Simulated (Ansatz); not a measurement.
## Computed paths: interstitial H in rock-salt PbTe, charge state +1

Consider interstitial H in rock-salt PbTe, charge state +1. Level of theory: PBE, PAW (plane waves to 420 eV; Ansatz, a first-principles code).

64-site cell at the relaxed PBE lattice, one k-point at (0.250, 0.250, 0.250), smearing 0.01 eV, spin-restricted, no finite-size correction. Energies are static. Spin-orbit coupling is left out. The charge state is imposed; whether it is stable for some Fermi level was not computed. Sites that were not tried may lie lower.

Barriers: single points on a 2×2×2 k-point mesh shifted by half a step at the bands' geometries.

```json
[
 {"Route": "a direct jump of one H atom", "Start site over the lowest site run (eV)": "0.00", "Hop (Å)": "1.36", "Forward barrier (eV)": "0.11", "Backward barrier (eV)": "0.11", "Neighbours at the start": "Te at 1.71 Å", "Neighbours at the saddle": "2 Te at 2.03 Å", "Saddle order": "not checked, on a symmetry element", "Forward, on the band's own sampling (eV)": "0.12"}
]
```

Paths come from CI-NEB runs.  A band can be held on a symmetry element, so unchecked saddle points there may be too high. 3 more band(s) gave no usable saddle point.
